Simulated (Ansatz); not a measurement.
We consider rutile MgH2, described by LDA (plane waves, PAW; Ansatz, a program for electronic structure).

Input file:

Ansatz 0.2 input:
```yaml
crystal:
  lattice:
    - [4.3684848706, 0.0, 0.0]
    - [0.0, 4.3684848706, 0.0]
    - [0.0, 0.0, 2.9329721733]
  atoms:
    - { symbol: Mg, position: [0.0, 0.0, 0.0] }
    - { symbol: Mg, position: [0.5, 0.5, 0.5] }
    - { symbol: H, position: [0.3042870944, 0.3042870944, 0.0] }
    - { symbol: H, position: [0.8042870944, 0.1957129056, 0.5] }
    - { symbol: H, position: [0.1957129056, 0.8042870944, 0.5] }
    - { symbol: H, position: [0.6957129056, 0.6957129056, 0.0] }
basis:
  ecutwfc: 520
  ecutrho_ratio: 4
  xc_grid: 2
kpoints:
  mp_grid: { grid: [8, 8, 12] }
hamiltonian:
  xc: lda
  dispersion: none
  pseudopotentials: { kind: paw }
scf:
  occupations: { method: fermi_dirac, width: 0.01 }
output:
  forces: true
  stress: true
  eigenvalues: true
relax:
  f_tol: 0.004
  escape_saddle: false
  max_steps: 80
  cell: { stress_tol: 0.02, fix: [volume] }
```

Output (set-up and result lines):

```
Relaxation: its limit of steps is 80 (relax.max_steps)
Crystal: 6 atoms, lattice volume = 55.972 Å³
Basis set: ecut = 520 eV, 1511 PW (Γ), exchange–correlation on 72×72×48 points (8 copies of the dense FFT grid, shifted against one another)
Bands: 18, of which v1, the nominal top of the filled ones, is band 12 counted from 1 (11 counted from 0)
Symmetry: 16 space group operations
Space group: P42/mnm (ITA 136), of the structure as read, at distance tolerance 3.8e-5 Å
k-points: 105 of 768
Functional: x = slater, c = lda
SCF iter   1: F=—  HF=-3866.952523 eV  |F-HF|=—  |Δ(HF+E_count)|=         —  Δρ=1.29e-2  dr2=5.91e-2
SCF iter   2: F=—  HF=-3866.926534 eV  |F-HF|=—  |Δ(HF+E_count)|=   2.60e-2  Δρ=4.27e-3  dr2=6.64e-3
  ...
SCF 1 converged in 6 iterations: F = -3866.923568 eV  dr2 = 3.14e-10
Crystal: 6 atoms, lattice volume = 55.972 Å³
Initial density: handed on by an earlier stage of this run
SCF 2 converged in 3 iterations: F = -3866.924307 eV  dr2 = 2.17e-9
Crystal: 6 atoms, lattice volume = 55.972 Å³
SCF 3 converged in 5 iterations: F = -3866.924123 eV  dr2 = 7.46e-11
Crystal: 6 atoms, lattice volume = 55.972 Å³
SCF 4 converged in 6 iterations: F = -3866.924417 eV  dr2 = 3.82e-13
Crystal: 6 atoms, lattice volume = 55.972 Å³
SCF iter   3: F=—  HF=-3866.924419 eV  |F-HF|=—  |Δ(HF+E_count)|=   6.46e-8  Δρ=3.44e-7  dr2=2.45e-11
SCF iter   4: F=-3866.924419 eV  HF=-3866.924419 eV  |F-HF|=1.36e-12  |Δ(HF+E_count)|=  1.18e-11  Δρ=6.41e-8  dr2=1.07e-12
SCF 5 converged in 4 iterations: F = -3866.924419 eV  dr2 = 1.07e-12
SCF converged after 4 iterations
Free energy (F): -3866.924419 eV
Internal energy: -3866.924419 eV  (E = F + TS)
E sigma→0 (E₀):  -3866.924419 eV
Fermi energy:    4.160578 eV
--- Forces (eV/Å), atoms counted from 1 ---
  atom   1  Mg     0.00000000    -0.00000000    -0.00000000
  atom   2  Mg     0.00000000     0.00000000     0.00000000
  atom   3  H     -0.00001119    -0.00001119     0.00000000
  atom   4  H     -0.00001119     0.00001119     0.00000000
  atom   5  H      0.00001119    -0.00001119    -0.00000000
  atom   6  H      0.00001119     0.00001119    -0.00000000
--- Stress (GPa, compression-positive) ---
        2.322812      -0.000000       0.000000
       -0.000000       2.322812       0.000000
        0.000000       0.000000       2.323248
  P = ⅓ Tr σ = 2.3230 GPa (23.230 kbar)
```

The cell is one volume of an energy–volume scan, off the minimum.

The PAW data were made under PBE.

Computing time: about 27 core-seconds (a rough figure).
